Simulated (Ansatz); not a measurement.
ScIr3 (model structure, started from the D022 type, I4/mmm, No. 139, 4 atoms in the cell), treated with LDA (plane waves, PAW; Ansatz, a program for electronic structure).

Settings: plane-wave cutoff 520 eV, 20×20×20 k mesh, Fermi–Dirac smearing 0.05 eV, no spin polarisation, scalar-relativistic PAW data made under PBE.

Cell (relaxed at this level):

Ir3Sc is modelled in the tetragonal space group I4/mmm (No. 139), Pearson symbol tI8. Conventional cell: a = 3.8781 Å, b = 3.8781 Å, c = 7.7574 Å, α = 90.00°, β = 90.00°, γ = 90.00°. Ir1 on 2b has 4 Sc at 2.742 Å and 8 Ir at 2.742 Å (cuboctahedral). Ir2 on 4d is coordinated by 8 Ir at 2.742 Å and 4 Sc at 2.742 Å (cuboctahedral). Sc on 2a has 12 Ir at 2.742 Å (cuboctahedral). (Neighbours: up to the widest gap in distance over summed covalent radii, below 1.35, at either atom.)
(The calculation used a cell of 4 atoms; values per cell refer to that cell.)

Q: Give the computed bulk modulus.

A: 
- bulk modulus: 285 GPa

Note: the run has no spin polarisation, so it can have missed a magnetic state; the bulk modulus is −V dP/dV from two relaxed cells at ±2 % in volume; the relaxation could raise the start's symmetry but not lower it, so the cell can be a saddle point.

Spin–orbit coupling is not included.

Static lattice: no zero-point or thermal effects.

The result took very roughly 7 core-minutes.

A model structure was made by putting elements into a prototype or built by hand; it is no filed structure, need not be a known phase, and can be a saddle point held by its symmetry.
